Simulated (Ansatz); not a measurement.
The parent structure is MgS in the rock salt structure (space group Fm-3m, No. 225; a = 5.129 Å).

All numbers come from LDA, PAW, 420 eV (Ansatz, a first-principles code; no spin-orbit coupling).

Base values:

| Property | Value |
|---|---|
| Electron mass | 0.53 mₑ along k, 0.28 mₑ across (at X) |
| Pressure | 0.0 kbar |

One thing is altered: the cell is scaled by 0.9900 in all directions; the atoms relax in the strained cell.

Question: Estimate the effect on the mean gap deformation potential ΔEg/Δln V, electron mass, pressure and energy relative to the base.

Answer: The mean gap deformation potential ΔEg/Δln V is -2.0 eV; the electron mass becomes 0.53 mₑ along k, 0.29 mₑ across (at X) (base: 0.53 mₑ along k, 0.28 mₑ across (at X)); the pressure goes from zero to 26.6 kbar; the energy increases by 4.1 meV/atom.

Effective masses come from finite differences of ±0.01 Å⁻¹. Along k means along the line from Γ to the band edge. Stability against distortions was not tested.
